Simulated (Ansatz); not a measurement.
Input and output of a self-consistent single point for KTlO2 (R3m, 4 atoms in the cell) (Ansatz, a first-principles code).

Method of the run: LDA (PW92), default PAW files made with PBE (plane waves; Ansatz).

The change in words: lattice scaled by 0.98; basis.ecutrho_ratio: default → 12. Reference geometry:
```yaml
crystal:
  lattice:
    - [1.71813, 0.99196, 6.07173]
    - [-1.71813, 0.99196, 6.07173]
    - [0.00000, -1.98392, 6.07173]
  atoms:
    - { symbol: K, position: [0.50274, 0.50274, 0.50274] }
    - { symbol: Tl, position: [0.00000, 0.00000, 0.00000] }
    - { symbol: O, position: [0.73208, 0.73208, 0.73208] }
    - { symbol: O, position: [0.26792, 0.26792, 0.26792] }
```

Reference input (self-consistent single point, DFT, LDA (PW92), plane waves, default PAW files made with PBE): basis.ecutwfc = 420 eV; kpoints.mp_grid.grid = 8 8 8; hamiltonian.xc = lda; hamiltonian.pseudopotentials = {kind: paw} (the program's default PAW files); scf.occupations.method = fermi_dirac; scf.occupations.width = 0.02 eV. This run's input differs from it in these lines:

Ansatz 0.2 input:
```diff
@@ -3,5 +3,5 @@
   lattice:
-    - [1.718126, 0.991960, 6.071729]
-    - [-1.718126, 0.991960, 6.071729]
-    - [0.000000, -1.983922, 6.071729]
+    - [1.683763, 0.972121, 5.950294]
+    - [-1.683763, 0.972121, 5.950294]
+    - [0.000000, -1.944244, 5.950294]
   atoms:
@@ -13,2 +13,3 @@
   ecutwfc: 420.0
+  ecutrho_ratio: 12
 kpoints:
```

The program printed (abridged):

```
SCF iter   1: F=—  HF=-13752.869297 eV  |F-HF|=—  |Δ(HF+E_count)|=         —  Δρ=1.74e-2  dr2=1.61e-1  ethr=1.77e-3  ⟨swp⟩=6.3  Hψ=7555  notcnv=0
all-band conjugate gradients solve this SCF's bands
preconditioner: auto → none
SCF iter   2: F=—  HF=-13752.842189 eV  |F-HF|=—  |Δ(HF+E_count)|=   2.71e-2  Δρ=1.22e-2  dr2=6.44e-2  ethr=4.72e-4  ⟨swp⟩=2.0  Hψ=3185  notcnv=0
   [... lines left out ...]
SCF iter   5: F=—  HF=-13752.824246 eV  |F-HF|=—  |Δ(HF+E_count)|=   1.74e-6  Δρ=6.43e-4  dr2=2.87e-4  ethr=4.87e-7  ⟨swp⟩=2.3  Hψ=2408  notcnv=0
SCF iter   6: F=—  HF=-13752.824198 eV  |F-HF|=—  |Δ(HF+E_count)|=   4.75e-5  Δρ=1.35e-4  dr2=1.23e-5  ethr=4.87e-7  ⟨swp⟩=2.0  Hψ=1735  notcnv=0
SCF iter   7: F=—  HF=-13752.824195 eV  |F-HF|=—  |Δ(HF+E_count)|=   3.75e-6  Δρ=2.28e-5  dr2=2.56e-7  ethr=3.62e-8  ⟨swp⟩=2.1  Hψ=1631  notcnv=0
SCF iter   8: F=-13752.824195 eV  HF=-13752.824195 eV  |F-HF|=1.55e-8  |Δ(HF+E_count)|=   2.51e-8  Δρ=5.79e-6  dr2=2.02e-8  ethr=2.94e-10  ⟨swp⟩=4.0  Hψ=4707  notcnv=0
SCF 1 converged in 8 iterations: F = -13752.824195 eV  dr2 = 2.02e-8
Free energy (F): -13752.824195 eV
Internal energy: -13752.824195 eV  (E = F + TS)
E sigma→0 (E₀):  -13752.824195 eV
Fermi energy:    8.798688 eV
--- Forces (eV/Å), atoms counted from 1 ---
  atom   1  K      0.00000000     0.00000001    -0.24182470
  atom   2  Tl     0.00000000    -0.00000001     0.20868261
  atom   3  O     -0.00000000    -0.00000002     0.35390303
  atom   4  O      0.00000000     0.00000002    -0.32054267
--- Stress (GPa, compression-positive) ---
        3.887610       0.000000       0.000000
        0.000000       3.887610       0.000000
        0.000000       0.000000       2.078746
  P = ⅓ Tr σ = 3.2847 GPa (32.847 kbar)
  The stress holds the Pulay correction. Without it, at fixed plane waves, as pw.x and ABINIT print it: P = 2.6892 GPa
```

The run converged in 8 iterations. Against the reference run the free energy hardly moves (within 1 meV/atom), the pressure goes from -3.22 to 3.28 GPa, the largest force goes from 0.190 to 0.354 eV/Å and the gap on the mesh goes from 0.920 to 1.107 eV.

The starting cell comes from a database of computed structures (which also holds hypothetical and non-ambient phases and stackings), without a prior relaxation at this level. Its lattice was rescaled by up to half a per cent. One atom was moved a little off its site on purpose. For this run, on top of that: lattice scaled by 0.98. Spin-orbit coupling is off. Ansatz's pressure includes its estimate of the finite-basis (Pulay) stress. Without the estimate this run gives 2.69 GPa.
